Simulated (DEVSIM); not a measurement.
Device: abrupt Si p-n junction, at 350 K.

```tsv
layer (left to right)	material	thickness (μm)	Nd (cm⁻³)	Na (cm⁻³)	τn (s)	τp (s)
1	Si	10.0	-	6.2e18	4.3e-7	4.3e-7
2	Si	2.80	5.4e16	-	4.3e-7	4.3e-7
```

Left contact: ohmic. Right contact: ohmic. Voltage is applied to the left contact. Recombination: SRH at mid-gap, Auger. Mobility is constant in doping.

The device is made up for the run: typed textbook-type constants, with dimensions and the other settings drawn at random. Values at 300 K; Nc and Nv go as T^1.5, mobilities as T to minus their exponent, the gap by Varshni's rule with the affinity fixed.

```tsv
parameter	Si
gap (eV)	1.124
affinity (eV)	4.05
permittivity	11.7
Nc (cm⁻³)	2.86e19
Nv (cm⁻³)	3.1e19
μn (cm²/Vs)	1417
μp (cm²/Vs)	470
T exponent of μn	2.3
T exponent of μp	2.2
Cn (cm⁶/s)	2.8e-31
Cp (cm⁶/s)	9.9e-32
Varshni α (eV/K)	0.000473
Varshni β (K)	636
```

Model (solved in DEVSIM): 1D drift-diffusion, Boltzmann statistics, complete ionisation; no tunnelling, impact ionisation, image-force lowering or self-heating.

### Question
Tabulate band edges, carrier densities and field at zero bias.

### Answer
Energies count from the Fermi level of the right contact; mesh points crowd at the junctions.

```tsv
x (μm)	Ec (eV)	Ev (eV)	n (cm⁻³)	p (cm⁻³)	field (V/cm)
0.000	1.055	-0.056	23000	6.2e18	≈ 0
0.03023	1.055	-0.056	23000	6.2e18	≈ 0
0.1034	1.055	-0.056	23000	6.2e18	≈ 0
0.2633	1.055	-0.056	23000	6.2e18	≈ 0
0.8366	1.055	-0.056	23000	6.2e18	≈ 0
1.996	1.055	-0.056	23000	6.2e18	≈ 0
4.528	1.055	-0.056	23000	6.2e18	≈ 0
8.129	1.055	-0.056	23000	6.2e18	≈ 0
9.183	1.055	-0.056	23000	6.2e18	≈ 0
9.666	1.055	-0.056	23000	6.2e18	≈ 0
9.865	1.055	-0.056	23000	6.2e18	≈ 0
9.971	1.055	-0.056	23000	6.2e18	≈ 0
10.00	0.999	-0.112	150000	9.6e17	-150000
10.03	0.677	-0.433	6.3e9	2.3e13	-87000
10.14	0.209	-0.902	3.5e16	4100000	-6400
10.35	0.196	-0.915	5.4e16	2600000	≈ 0
10.84	0.196	-0.915	5.4e16	2600000	≈ 0
11.75	0.196	-0.915	5.4e16	2600000	≈ 0
12.46	0.196	-0.915	5.4e16	2600000	≈ 0
12.67	0.196	-0.915	5.4e16	2600000	≈ 0
12.75	0.196	-0.915	5.4e16	2600000	≈ 0
12.80	0.196	-0.915	5.4e16	2600000	≈ 0
```
